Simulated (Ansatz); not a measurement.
Habitual settings against a tight run: Nb3Au (Pm-3n, 8 atoms in the cell)

Self-consistent single point.

```xyz
8
Lattice="5.2442 0.0000 0.0000 0.0000 5.2442 0.0000 0.0000 0.0000 5.2442" Properties=species:S:1:pos:R:3 pbc="T T T"
Nb     2.6221     1.3110     0.0000
Nb     2.6221     3.9331     0.0000
Nb     1.3110     0.0000     2.6221
Nb     3.9331     0.0000     2.6221
Nb     0.0000     2.6221     1.3110
Nb     0.0000     2.6221     3.9331
Au     2.6221     2.6221     2.6221
Au     0.0000     0.0000     0.0000
```

Level of theory: LDA (PW92), PAW files made with PBE (plane waves; Ansatz, a program for electronic structure).

Base settings: basis.ecutwfc = 420 eV; kpoints.mp_grid.grid = 8 8 8; hamiltonian.xc = lda; hamiltonian.pseudopotentials = {kind: paw} (the program's default PAW files); scf.occupations.method = fermi_dirac; scf.occupations.width = 0.136 eV.

Tight run (finer mesh or higher cutoff; not a proven limit): basis.ecutwfc: 420 eV → 590 eV; kpoints.mp_grid.grid: 8 8 8 → 11 11 11; scf.convergence.dr2_threshold: default (1e-07 eV) → 1e-09 eV. It gave Fermi level (on the code's own zero) 18.27 eV; pressure -10.90 GPa.

Quick runs, as changes from the base:
- A: the base itself
- B: basis.ecutwfc: 420 eV → 295 eV; kpoints.mp_grid.grid: 8 8 8 → 4 4 4; scf.occupations.method: fermi_dirac → cold; scf.occupations.width: 0.136 eV → 0.5 eV; kpoints.mp_grid.shift: default → 0.5 0.5 0.5
- C: kpoints.mp_grid.grid: 8 8 8 → 4 4 4; scf.occupations.method: fermi_dirac → methfessel_paxton; scf.occupations.width: 0.136 eV → 0.2 eV
- D: basis.ecutwfc: 420 eV → 250 eV; kpoints.mp_grid.grid: 8 8 8 → 3 3 3
- E: basis.ecutwfc: 420 eV → 250 eV; kpoints.mp_grid.grid: 8 8 8 → 6 6 6; scf.convergence.dr2_threshold: default (1e-07 eV) → 0.001 eV
- F: basis.ecutwfc: 420 eV → 210 eV; kpoints.mp_grid.grid: 8 8 8 → 4 4 4; scf.convergence.dr2_threshold: default (1e-07 eV) → 0.001 eV

Energies are extrapolated to zero smearing width, which holds to low order in the width alone.

The count of work is k-points × plane waves × bands × iterations; it is no time. 

Pressures in the table are Ansatz's without its Pulay estimate, at a fixed set of plane waves; the tight run's value above holds the estimate.

The starting cell comes from a database of computed structures (which also holds hypothetical and non-ambient phases and stackings), without a prior relaxation at this level. Its lattice was rescaled by a random factor within 2.5 % of one. Spin polarisation is off. In the base run, with a pressure of about -11 GPa the cell is away from its equilibrium volume at this level.

```csv
run,energy less tight (meV/atom),pressure less tight (GPa),count of work / tight
A,0.2,0.02,0.34
B,64.3,-5.10,0.023
C,-7.3,-1.10,0.095
D,488.4,-30.18,0.018
E,488.8,-31.17,0.072
F,2459.3,-115.18,0.028
```

Among the runs at the tight run's level, the energy misses run from 0.2 to 2459.3 meV/atom.

Keys are those of Ansatz 0.2.
